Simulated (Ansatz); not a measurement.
# TiO2 under a change: pressure 0.7 GPa

Take TiO$_{2}$ in the anatase structure (space group I4_1/amd, No. 141; a = 3.770 Å, c = 9.552 Å) as the base.

It is then changed as follows: cell and atoms relaxed at a pressure of 0.7 GPa.

Calculations: PBEsol in Ansatz (plane waves to 420 eV, PAW, no spin-orbit coupling). Γ-centred 12×12×12 mesh, Fermi–Dirac width 0.05 eV.

```csv
quantity,base,changed,shift
density,3.91 g/cm³,3.92 g/cm³,+0.01 g/cm³
lattice parameter a,3.770 Å,3.768 Å,-0.002 Å
c/a ratio,2.534,2.529,-0.005
shortest interatomic distance,1.928 Å,1.926 Å,-0.002 Å
enthalpy H = E + PV relative to the base's energy,–,+0.05 eV/atom,–
band gap,2.11 eV,2.10 eV,-0.01 eV
gap character,"indirect, Γ–X (87 % along) → Γ","indirect, Γ–X (87 % along) → Γ",–
width of the top valence band,0.84 eV,0.84 eV,0.00 eV
```

Load acts through the strain it causes; cell and atoms are relaxed under it. Stability against distortions was not tested. The base started in C2/c and relaxed to I4_1/amd at this level. All final runs are without spin polarisation.

Ansatz is a first-principles code.
